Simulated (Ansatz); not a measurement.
Given:

```yaml
crystal:
  lattice:
    - [0.00000, 2.84755, 2.84755]
    - [2.84755, 0.00000, 2.84755]
    - [2.84755, 2.84755, 0.00000]
  atoms:
    - { symbol: Se, position: [0.75000, 0.75000, 0.75000] }
    - { symbol: Zn, position: [0.00000, 0.00000, 0.00000] }
```

No spin polarisation.

The values are results of r2SCAN (Ansatz, a first-principles code, PAW, without spin-orbit coupling), not measurements. Settings: 10×10×10 k-points, 0.05 eV Fermi–Dirac smearing.

### Question
Predict the electron mass and gap character.

### Answer
- Electron mass = 0.12 mₑ (at Γ)
- Gap character = direct at Γ

Load acts through the strain it causes; cell and atoms are relaxed under it. Effective masses come from finite differences of ±0.01 Å⁻¹. Whether these cells are dynamically stable was not tested. The cell was made from ZnSe in the zinc blende structure (space group F-43m, No. 216) by this change: pressure −1 GPa.
